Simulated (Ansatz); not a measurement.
Start from Mg$_{2}$Sn (space group Fm-3m, No. 225; a = 6.746 Å). Axes: x, y, z lie along the cube axes.

Level of theory: Kohn–Sham DFT with the PBEsol functional, run in Ansatz (an electronic-structure program) with PAW and 420 eV plane waves, without spin-orbit coupling.

Before the change:

```
Property           Result
---------------  --------
Volume per atom  25.58 Å³
```

Now apply this change: uniaxial stress, 8 GPa compression along x; all other stress components relax to zero.

Task: How does this affect the energy relative to the base?

Result: The energy grows by 79 meV/atom.

Task: Predict the new volume per atom.

Result: The volume per atom falls by 1.238 Å³, from 25.58 Å³ to 24.35 Å³.

Load acts through the strain it causes; cell and atoms are relaxed under it. Stability under load was not tested beyond the relaxation.
